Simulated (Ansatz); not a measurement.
Functionals compared on a constructed model of the (111)B surface of 3C silicon carbide, C-terminated, (√3x√3)R30° Ga adatom at T4 (bottom of the slab: 3 H on 3 bottom sites), in Ansatz (plane waves, PAW). The structure was relaxed with PBE; the other rows are single points on it. Cutoff 420 eV (500 eV for r2SCAN). HSE06 used the coarser mesh 4x4x1.

Model: 28-atom slab, 11.5 Å thick at the start with caps and adatoms (thin: gaps and levels are the slab's own), 6x6x1 mesh, Fermi-Dirac 0.025 eV, dipole correction, 6 atoms held, the rest relaxed; held to the start's symmetry, so lower structures may exist; no spin, no spin-orbit, no U. In PBE it lies 0.17 eV a 1x1 cell over the lowest computed structure of the same composition ((√3x√3)R30° Ga adatom at H3). These notes are the PBE run's.

```tsv
functional	gap of the slab on its k-mesh (eV)	highest filled level below the top vacuum level (eV)	rough cost of the single point
PBE	0.80	4.43	–
r2SCAN	0.94	4.62	roughly 90 core-seconds
```

Ansatz is a program for electronic structure.
